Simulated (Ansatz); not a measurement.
Start from Hf in the hcp (Mg type) structure (space group P6_3/mmc, No. 194; a = 3.198 Å, c = 5.049 Å; relaxed with 0.1 eV smearing). Axes: x lies along a and z along c of the hexagonal cell.

Computed with DFT with r2SCAN, PAW potentials and a 500 eV plane-wave cutoff in Ansatz (a quantum-chemistry and plane-wave program), spin-orbit coupling left out.

Modification: uniaxial strain ε_xx = +2.00 %, all other strain components held at zero, atoms relaxed at fixed cell.

**Question.** Predict the new stress and energy relative to the base.

**Answer.** The stress (xx, yy, zz, yz, xz, xy; compression positive) comes out as (-3.5, -1.5, -1.3, 0.0, 0.0, 0.0) GPa; the energy grows by 5.0 meV/atom.

Whether these cells are dynamically stable was not tested. The final runs are not spin-polarised.
